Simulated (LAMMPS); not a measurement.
MD of SnO2 (rutile) at zero pressure over temperature, 576 atoms; each row names its start.

Method: classical MD, Buckingham potential of Woodley, Battle, Gale and Catlow, Phys. Chem. Chem. Phys. 1, 2535 (1999), used with rigid ions (no shells), PPPM sums, short-range terms cut at 10 Å, modified for these runs by an r^-4 repulsive force inside the short-range force's maximum, run in LAMMPS.

```
T (K), start                                 state                    volume                   enthalpy  first peak of g(r), O-Sn  coordination number of O by Sn
-------------  -----------------------------------  ------------------------  -------------------------  ------------------------  ------------------------------
100, crystal   crystal; no diffusion seen in 21 ps  11.9265 ± 0.0001 Å³/atom  -38.5498 ± 0.0001 eV/atom       2.06 Å, height 31.5        3.00 (counted to 2.78 Å)
200, crystal   crystal; no diffusion seen in 21 ps  11.9372 ± 0.0001 Å³/atom  -38.5241 ± 0.0001 eV/atom       2.06 Å, height 24.4        3.00 (counted to 2.78 Å)
300, crystal   crystal; no diffusion seen in 21 ps  11.9484 ± 0.0002 Å³/atom  -38.4980 ± 0.0002 eV/atom       2.06 Å, height 20.2        3.00 (counted to 2.78 Å)
860, crystal   crystal; no diffusion seen in 21 ps  12.0157 ± 0.0007 Å³/atom  -38.3506 ± 0.0007 eV/atom       2.06 Å, height 12.5        3.00 (counted to 2.78 Å)
1140, crystal  crystal; no diffusion seen in 21 ps  12.0478 ± 0.0004 Å³/atom  -38.2780 ± 0.0010 eV/atom       2.05 Å, height 10.7        3.00 (counted to 2.78 Å)
1420, crystal  crystal; no diffusion seen in 21 ps    12.086 ± 0.001 Å³/atom  -38.2031 ± 0.0007 eV/atom        2.05 Å, height 9.5        3.00 (counted to 2.74 Å)
1710, crystal  crystal; no diffusion seen in 21 ps    12.122 ± 0.001 Å³/atom    -38.126 ± 0.001 eV/atom        2.05 Å, height 8.8        3.00 (counted to 2.74 Å)
2000, crystal  crystal; no diffusion seen in 21 ps    12.161 ± 0.001 Å³/atom    -38.047 ± 0.001 eV/atom        2.05 Å, height 8.2        3.00 (counted to 2.78 Å)
2280, crystal  crystal; no diffusion seen in 21 ps    12.197 ± 0.002 Å³/atom    -37.969 ± 0.001 eV/atom        2.05 Å, height 7.6        3.00 (counted to 2.78 Å)
```

Measured melting point: 1903 K (chemicals 1.5.2 (Python package), Misc/Physical Constants of Inorganic Compounds.csv; one source, unchecked).

Caution: the potential ionic pair potential woodley1999 is fitted for structure prediction of static crystals.

Caution (rows 860, crystal; 1140, crystal; 1420, crystal; 1710, crystal; 2000, crystal; 2280, crystal): a run this short can hold a crystal over, or a liquid under, the potential's own melting point, which these runs don't give.

Caution (row 1140, crystal): enthalpy drifts during the constant-pressure average: a transition or slow ageing; fluctuation values are void.

From the crystal rows between 100 and 300 K, estimate the mean linear expansion coefficient and the heat capacity. The slope of ln V over three gives 3.1 × 10^-6 /K, and dH/dT = 3.0 kB/atom. Nuclei are classical here, so the heat capacity stays near 3 kB/atom, where a real crystal's falls off below its Debye temperature.

States go by the mean squared displacement: a species diffuses where it passes 1.5 Å², still rises and gives D over 1e-6 cm²/s; a crystal has left its structure where atoms lie 0.35 Å off their sites on average or a cubic box changes its shape by 3 %, or the axial ratios of another lie 8 % off the starting cell's, which the potential's own relaxation can also do.

Uncertainties are statistical and leave out the potential's own error.
